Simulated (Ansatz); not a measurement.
BeS (model structure, started from the BeO type, P4₂/mnm, No. 136, 8 atoms in the cell), treated with LDA in Ansatz (PAW).

Numerical settings: plane-wave cutoff 520 eV, 6×6×10 k mesh (along the axes of the cell as run), Fermi–Dirac smearing 0.01 eV, scalar-relativistic PAW data made under PBE.

Cell (relaxed at this level):

```
CELL_PARAMETERS angstrom
      5.81909     0.00000     0.00000
      0.00000     5.81909     0.00000
      0.00000     0.00000     3.41297
ATOMIC_POSITIONS crystal
  Be 0.33123 0.66877 0.00000
  Be 0.66877 0.33123 0.00000
  Be 0.83123 0.83123 0.50000
  Be 0.16877 0.16877 0.50000
  S  0.30842 0.30842 0.00000
  S  0.69158 0.69158 0.00000
  S  0.19158 0.80842 0.50000
  S  0.80842 0.19158 0.50000
```

**Question.** What does this level give for the band gap, direct gap at Γ and bulk modulus B0?

**Answer.** 
* **band gap**: 3.00 eV (on the SCF k mesh)
* **direct gap at Γ**: 3.91 eV
* **bulk modulus B0**: 93.2 GPa

Note: the bulk modulus is −V dP/dV from two relaxed cells at ±2 % in volume; the relaxation could raise the start's symmetry but not lower it, so the cell can be a saddle point.

Computed values are for the static lattice.

A model structure was made by putting elements into a prototype or built by hand; it is no filed structure, need not be a known phase, and can be a saddle point held by its symmetry.

Ansatz is a program for electronic structure.
